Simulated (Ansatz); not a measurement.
**Several settings converged on MoRu₃ (P3m1, 8 atoms in the cell)**

```
MoRu3
1.0
    5.44779     0.00000     0.00000
   -2.72389     4.71792     0.00000
    0.00000     0.00000     4.32848
Mo Ru
2 6
Direct
  0.66667   0.33333   0.26155
  0.33333   0.66667   0.75000
  0.83388   0.16612   0.75000
  0.16612   0.83388   0.25000
  0.66776   0.83388   0.25000
  0.33224   0.16612   0.75000
  0.83388   0.66776   0.75000
  0.16612   0.33224   0.25000
```

Base method: PBEsol, default PAW files made with PBE (plane waves; Ansatz, a program for electronic structure).

Base settings: basis.ecutwfc = 420 eV; kpoints.mp_grid.grid = 4 4 5; hamiltonian.xc = pbesol; hamiltonian.pseudopotentials = {kind: paw} (the program's default PAW files); scf.occupations.method = fermi_dirac; scf.occupations.width = 0.1 eV.

The count of work is k-points × plane waves × bands × iterations; it is no time. Core times come from one kind of shared machine, to one figure; runs under 30 s give none.

**The k-point mesh at a smearing width of 0.02 eV**

In this ladder: scf.occupations.width = 0.02 eV.

Only quantities that move along the ladder and can be compared are tabulated.

| kpoints.mp_grid.grid | free energy less the last step's (meV/atom) | pressure (GPa) | largest difference of a force vector from the last step's (eV/Å) | count of work / last | core time / last (rough) |
|---|---|---|---|---|---|
| 3 3 3 | 11.67 | -2.12 | 0.172 | 0.0089 | – |
| 4 4 4 | 6.56 | -2.89 | 0.175 | 0.019 | – |
| 5 5 5 | 5.32 | -2.79 | 0.138 | 0.028 | – |
| 5 5 6 | -3.04 | -3.08 | 0.039 | 0.031 | – |
| 6 6 7 | 4.21 | -2.92 | 0.069 | 0.047 | – |
| 8 8 8 | -0.05 | -2.89 | 0.031 | 0.097 | 0.1 |
| 9 9 10 | 0.45 | -2.98 | 0.013 | 0.15 | 0.2 |
| 14 14 15 | 0.19 | -3.00 | 0.004 | 0.39 | 0.5 |
| 17 17 18 | 0.00 | -3.01 | 0.000 | 1.0 | 1 |

Coarsest kpoints.mp_grid.grid that holds the pressure within 0.1 GPa of the last step, with all finer ones: 9 9 10, at 0.15 of the last step's count of work and about 0.2 of the last step's time; the step before is off by 0.12 GPa.

Coarsest kpoints.mp_grid.grid that holds the forces within 0.01 eV/Å of the last step, with all finer ones: 14 14 15, at 0.39 of the last step's count of work; the step before is off by 0.013 eV/Å.

Coarsest kpoints.mp_grid.grid that holds the free energy within 1 meV/atom of the last step, with all finer ones: 8 8 8, at 0.097 of the last step's count of work and about 0.1 of the last step's time; the step before is off by 4.2 meV/atom.

**The width of Fermi-Dirac smearing**

In this ladder: kpoints.mp_grid.grid = 7 7 8.

Narrow widths need finer meshes than wide ones, so the last steps can hold mesh noise.

Only quantities that move along the ladder and can be compared are tabulated; pressure and forces are left out, as mesh noise rules them at narrow widths.

```tsv
scf.occupations.width	free energy less the last step's (meV/atom)	energy extrapolated to zero width less the last step's (meV/atom)
1 eV	-1615.59	19.96
0.5 eV	-380.40	15.10
0.3 eV	-131.88	0.00
0.2 eV	-56.85	-0.39
0.1 eV	-11.34	0.24
0.05 eV	0.00	0.00
```

Widest scf.occupations.width that holds the energy extrapolated to zero width within 0.5 meV/atom of the last step, with all finer ones: 0.3 eV; the step before is off by 15 meV/atom.

Widest scf.occupations.width that holds the free energy within 5 meV/atom: not settled: the last two steps still differ by 11 meV/atom, over half the tolerance, so the ladder does not show it.

The extrapolation to zero width removes most of the smearing's effect on the energy.

**The width of cold smearing**

In this ladder: kpoints.mp_grid.grid = 7 7 8; scf.occupations.method = cold.

Narrow widths need finer meshes than wide ones, so the last steps can hold mesh noise.

Only quantities that move along the ladder and can be compared are tabulated; pressure and forces are left out, as mesh noise rules them at narrow widths.

```csv
scf.occupations.width,free energy less the last step's (meV/atom)
0.5 eV,9.42
0.3 eV,3.79
0.2 eV,1.40
0.1 eV,0.28
0.05 eV,0.00
```

Widest scf.occupations.width that holds the free energy within 1 meV/atom of the last step, with all finer ones: 0.1 eV; the step before is off by 1.4 meV/atom.

On the base run: the starting cell comes from a database of computed structures (which also holds hypothetical and non-ambient phases and stackings), without a prior relaxation at this level. Its lattice was rescaled by up to half a per cent. One atom was moved a little off its site on purpose. Spin polarisation is off. Ansatz's pressure includes its estimate of the finite-basis (Pulay) stress.

Left out of this page: 4 runs of the series outside the window shown, repeating another row's setting, or not comparable; 1 run of the series unsound by tests on forces, stress, charge or solver warnings.

Keys are those of Ansatz 0.2.
